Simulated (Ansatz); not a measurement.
Troubleshooting Ansatz (an electronic-structure program): a failed run on Cs6K3AlSb4 (P6_3/mmc, 28 atoms in the cell). The aim is a self-consistent single point with DFT, PBEsol, plane waves, default PAW files made with PBE.

Cell that was meant: a = 10.9409 Å, b = 10.9409 Å, c = 11.5085 Å, α = 90.00°, β = 90.00°, γ = 120.00°.

Part of the input:

Ansatz 0.2 input:
```yaml
  pseudopotentials: { kind: paw }
scf:
  occupations: { method: cold, width: 0.136 }
  max_iter: 4
output:
  forces: true
  eigenvalues: true
```

The program printed (abridged):

```
SCF iter   1: F=—  HF=-128452.408233 eV  |F-HF|=—  |Δ(HF+E_count)|=         —  Δρ=2.17e-3  dr2=1.09e-1  ethr=1.77e-3  ⟨swp⟩=10.2  Hψ=3777  notcnv=0
all-band conjugate gradients solve this SCF's bands
preconditioner: auto → Resta (q_TF=auto, 2.153 Å⁻¹)
SCF iter   2: F=—  HF=-128452.400029 eV  |F-HF|=—  |Δ(HF+E_count)|=   7.78e-3  S|Δr|=   1.09e-3  Δρ=1.00e-3  dr2=2.18e-2  ethr=3.77e-5  ⟨swp⟩=12.0  Hψ=5607  notcnv=0
   [... lines left out ...]
Error: did not converge after 4 iterations: dr2 = 4.03e-4 (threshold 1.00e-7), under the density mixer `msr1`, which `scf.mixing.algorithm: auto` chose by the deck's other keys (type `scf.mixing.algorithm: msr1` to keep it); raise `scf.max_iter`, which need not help a stalled SCF, or adjust the mixing (`scf.mixing`) or, under a smearing, its width (`scf.occupations.width`, in either direction: another width is another result); this SCF holds its density and magnetisation to the symmetry operations that it keeps, and cannot end on a state that breaks one of them: if the state sought breaks one, re-run with `crystal.symmetry.detect: false`, without `crystal.symmetry.time_reversal: [...]
```

Find the mistake and give the fix.

The fault is an iteration limit that is too low. The loop is cut before its threshold is met, so whatever is printed at the end is not self-consistent. To fix it, raise the limit, or leave it to the default. The run ended unconverged after 4 iterations.

The sound input it was made from differs as follows (other fixes are possible):
```diff
-  max_iter: 4
```

With that input, the run converged in 10 iterations: free energy E − TS (on the zero of these files) -128452.4038 eV; top of the valence band (on the code's own zero) 5.67 eV; gap on the k-point mesh 0.70 eV; pressure -0.17 GPa; largest force (vector length) 0.137 eV/Å (DFT, PBEsol, plane waves, default PAW files made with PBE).

On the sound input: the starting cell comes from a database of published, mostly measured structures (it also holds non-ambient and calculated ones), without a prior relaxation at this level. Its lattice was rescaled by a random factor within 2.5 % of one. Spin-orbit coupling is off. Ansatz's pressure includes its estimate of the finite-basis (Pulay) stress.
